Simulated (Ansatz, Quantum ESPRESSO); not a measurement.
# RuRh (P-6m2, 2 atoms in the cell) computed with different codes at matched settings

Zone-centre phonon calculation.

```yaml
crystal:
  lattice:
    - [2.77309, 0.00000, 0.00000]
    - [-1.38655, 2.40157, 0.00000]
    - [0.00000, 0.00000, 4.39938]
  atoms:
    - { symbol: Ru, position: [0.00000, 0.00000, 0.50000] }
    - { symbol: Rh, position: [0.66667, 0.33333, 0.00000] }
```

Shared settings, as Ansatz (a program for electronic structure) writes them: kpoints.mp_grid.grid = 9 9 5; scf.occupations.method = fermi_dirac; scf.occupations.width = 0.136 eV. Potentials and cutoffs stand in the table.

```tsv
code	model	highest zone-centre frequency (cm⁻¹)	cutoff
Quantum ESPRESSO	LDA (PW92), PseudoDojo standard norm-conserving (LDA) pseudopotentials	183	90 Ry
Ansatz	LDA (PW92), PAW files made with PBE	181	default
```

On Ansatz's run: spin polarisation is off.

The spread over the programs that give each value: highest zone-centre frequency within 2.0 cm⁻¹.

The starting cell comes from a database of computed structures (which also holds hypothetical and non-ambient phases and stackings), without a prior relaxation at this level. Its lattice was rescaled by a random factor within 2.5 % of one.

Keys are those of Ansatz 0.2.
